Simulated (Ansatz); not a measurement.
Start from MgO (space group R-3m, No. 166; a = 2.968 Å, c = 59.376 Å (hexagonal axes); a cell from a computed database, its experimental status unchecked).

All numbers come from Ansatz (a first-principles code) PBEsol, without spin-orbit coupling.

One change was made to it. Results:

```json
[
 {"quantity": "electron mass", "base": "0.56 mₑ along c, 0.34 mₑ across (at Γ)", "after": "0.57 mₑ along c, 0.34 mₑ across (at Γ)"},
 {"quantity": "band gap", "base": "4.01 eV", "after": "4.03 eV"},
 {"quantity": "density", "base": "3.55 g/cm³", "after": "3.55 g/cm³"},
 {"quantity": "smallest direct gap", "base": "4.02 eV", "after": "4.04 eV"}
]
```

Question: Which of these changes matches the shifts?
A) pressure −1 GPa
B) pressure 0.3 GPa
C) pressure 7.5 GPa
D) pressure 3 GPa

Answer: B, pressure 0.3 GPa. For comparison, the band gap in the other runs: pressure 7.5 GPa gives 4.39 eV; pressure 3 GPa gives 4.17 eV; pressure −1 GPa gives 3.96 eV.

Load acts through the strain it causes; cell and atoms are relaxed under it. Effective masses come from finite differences of ±0.01 Å⁻¹. Whether these cells are dynamically stable was not tested. No other phases were tried under pressure. This is not the structure that MgO has at room temperature and ambient pressure.
